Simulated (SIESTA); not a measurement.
Band structure of BiO2 (P4_2/mnm, 6 atoms in the cell).

```
CELL_PARAMETERS angstrom
      4.98600     0.00000     0.00000
      0.00000     4.98600     0.00000
      0.00000     0.00000     3.44565
ATOMIC_POSITIONS crystal
  Bi 0.50000 0.50000 0.00000
  Bi 0.00000 0.00000 0.50000
  O  0.69206 0.30794 0.50000
  O  0.30794 0.69206 0.50000
  O  0.19206 0.19206 0.00000
  O  0.80794 0.80794 0.00000
```

Computed with LDA PW92, numerical atomic orbitals DZP, PseudoDojo LDA standard norm-conserving potentials (rewritten from UPF to PSML) (SIESTA 5.4.2).

Settings: XC.functional = LDA; XC.authors = PW92; potentials = PseudoDojo LDA standard; PAO.BasisSize = DZP; PAO.EnergyShift = 0.005 Ry; MeshCutoff = 300 Ry; kgrid.MonkhorstPack = 6 6 9; OccupationFunction = MP; OccupationMPOrder = 0; ElectronicTemperature = 580.23 K; MaxSCFIterations = 150; SCF.Mixer.Method = Pulay; SCF.Mixer.Weight = 0.2; SCF.Mixer.History = 6.

The starting cell comes from a database of computed structures (which also holds hypothetical and non-ambient phases and stackings), without a prior relaxation at this level. Its lattice was rescaled by a random factor within 2.5 % of one. Spin-orbit coupling is off. Values carry the incompleteness of an atom-centred basis. The run gives no clean gap (levels at the Fermi energy touch, overlap or are partly filled at this smearing), which alone does not show that the compound is a metal.

Levels in eV from the Fermi level, bands 24 to 29:
```json
[
 {"point": "Γ", "24": "-2.75", "25": "-2.07", "26": "-2.07", "27": "-1.42", "28": "0.72", "29": "2.55"},
 {"point": "X", "24": "-2.71", "25": "-1.96", "26": "-1.96", "27": "-0.59", "28": "-0.59", "29": "3.21"},
 {"point": "M", "24": "-2.81", "25": "-2.08", "26": "-2.08", "27": "-0.50", "28": "-0.50", "29": "3.73"},
 {"point": "Z", "24": "-2.72", "25": "-2.46", "26": "-2.46", "27": "0.59", "28": "0.59", "29": "6.24"},
 {"point": "R", "24": "-2.24", "25": "-2.18", "26": "-2.18", "27": "0.93", "28": "0.93", "29": "4.09"},
 {"point": "A", "24": "-2.26", "25": "-2.01", "26": "-2.01", "27": "-0.39", "28": "-0.39", "29": "5.68"}
]
```

Bands cross the Fermi level along this path, so the cell is metallic at this level.

Higher empty bands are left out: an atom-centred basis made for the valence describes them poorly.
